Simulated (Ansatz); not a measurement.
What biaxial strain −2.99 %, plane normal [001], relaxed out of plane does to W3N4

Base system: W3N4 (space group Pm-3m, No. 221; a = 4.1792 Å). Axes: x, y, z lie along the cube axes.

One thing is altered: biaxial strain −2.99 %, plane normal [001], relaxed out of plane (Cartesian); in-plane vectors clamped, the third vector and the atoms free.

All numbers come from Ansatz (an electronic-structure program) PBEsol, spin-orbit coupling left out. k-mesh 11×11×11 (Γ-centred); smearing 0.05 eV (Fermi–Dirac).

- Volume per atom = 9.93 Å³ (base 10.43 Å³)
- Shortest interatomic distance = 2.027 Å (base 2.090 Å)
- Energy relative to the base (free energy F) = +61 meV/atom
- Pressure (mean of the normal stresses, compression positive) = 22.2 GPa (base 0.0 GPa)
- Band gap = zero (base zero)
- Out-of-plane strain = +1.17 % (rough)
- Mean in-plane stress (compression positive) = +33.3 GPa (rough)

Final structure (turned so that z lies along the plane normal):

```yaml
crystal:
  lattice:
    - [4.05427, 0.00000, 0.00000]
    - [0.00000, 4.05427, 0.00000]
    - [0.00000, 0.00000, 4.22833]
  atoms:
    - { symbol: N, position: [0.50000, 0.50000, 0.50000] }
    - { symbol: N, position: [0.50000, 0.00000, 0.00000] }
    - { symbol: N, position: [0.00000, 0.50000, 0.00000] }
    - { symbol: N, position: [0.00000, 0.00000, 0.50000] }
    - { symbol: W, position: [0.50000, 0.50000, 0.00000] }
    - { symbol: W, position: [0.00000, 0.50000, 0.50000] }
    - { symbol: W, position: [0.50000, 0.00000, 0.50000] }
```

Without a gap, meshes like the base's 11×11×11 leave anisotropic stresses uncertain by several tenths of a GPa, and small strain energies with them. No phonon test of stability was made. All final runs are without spin polarisation.
